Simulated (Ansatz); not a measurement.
A (4,4) ZnO nanotube has 16 atoms in a period of 3.295 Å, a mean diameter of 7.27 Å, and lies 36 meV/atom over the flat sheet relaxed at the same level.

These are PBE (plane waves to 420 eV, PAW; Ansatz, an electronic-structure program) values and carry that method's errors. Mesh 1×1×10. No spin polarisation. One-dimensional cell, images about 11 Å apart. A hypothetical model, rolled from the flat sheet. It keeps the symmetry and period of its start, so it need not be a minimum against all distortions.

Problem. Which bending rigidity of the sheet does this imply in the thin-plate picture?

Solution. A plate bent to radius R stores D/(2R²) an area. The area an atom is π × 7.27 × 3.295/16 = 4.70 Å², so the stored energy is 0.036/4.70 = 0.0077 eV/Å². With R = 3.635 Å, D = 2R² × 0.0077 = 0.20 eV.
